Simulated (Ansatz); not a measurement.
Results of PBEsol (Ansatz, a program for electronic structure, PAW) for BP (model structure, started from the BeO type, P4₂/mnm, No. 136, 8 atoms in the cell).

Run with plane-wave cutoff 520 eV, 6×6×10 k mesh (along the axes of the cell as run), Fermi–Dirac smearing 0.01 eV, scalar-relativistic PAW data made under PBE.

Computed at the level's own relaxed cell.

```
CELL_PARAMETERS angstrom
      5.53223     0.00000     0.00000
      0.00000     5.53223     0.00000
      0.00000     0.00000     3.18735
ATOMIC_POSITIONS crystal
  B  0.32158 0.67842 0.00000
  B  0.67842 0.32158 0.00000
  B  0.82158 0.82158 0.50000
  B  0.17842 0.17842 0.50000
  P  0.31930 0.31930 0.00000
  P  0.68070 0.68070 0.00000
  P  0.18070 0.81930 0.50000
  P  0.81930 0.18070 0.50000
```

**Question.** List the 22 lowest band energies at Γ above −25 eV (eV, relative to the valence band maximum), grouping those that round alike.

**Answer.** At Γ: -15.67, -12.49 (×2), -12.17, -9.00, -7.50, -6.86 (×2), -5.30, -4.27, -2.18 (×2), -0.76, -0.38, 0.00 (×2), 1.21, 2.04, 2.64 (×2), 3.99 (×2).

Note: the relaxation could raise the start's symmetry but not lower it, so the cell can be a saddle point.

A model structure was made by putting elements into a prototype or built by hand; it is no filed structure, need not be a known phase, and can be a saddle point held by its symmetry.
